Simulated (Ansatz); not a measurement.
## AgI, response to strain

Base system: AgI in the zinc blende structure (space group F-43m, No. 216; a = 6.450 Å). Axes: x, y, z lie along the cube axes.

Strains are applied to the cell and any free atomic positions relax; under biaxial strain the out-of-plane vector relaxes too.

All numbers come from plane-wave PAW DFT at the PBEsol level (Ansatz, a program for electronic structure, 420 eV), no spin-orbit coupling.

Candidates:
(a) tensor shear ε_xy = +1.97 %
(b) uniaxial strain ε_xx = −2.46 %
(c) uniaxial strain ε_yy = −4.74 %
(d) biaxial strain +1.08 %, plane normal [001], relaxed out of plane

Notes on the quantities. energy relative to the base: free energy F.

### Question
Order them by energy relative to the base, highest first.

### Answer
(c) uniaxial strain ε_yy = −4.74 % (+9.7 meV/atom), (b) uniaxial strain ε_xx = −2.46 % (+2.5 meV/atom), (a) tensor shear ε_xy = +1.97 % (+1.6 meV/atom), (d) biaxial strain +1.08 %, plane normal [001], relaxed out of plane (+0.4 meV/atom)

Stability against distortions was not tested.
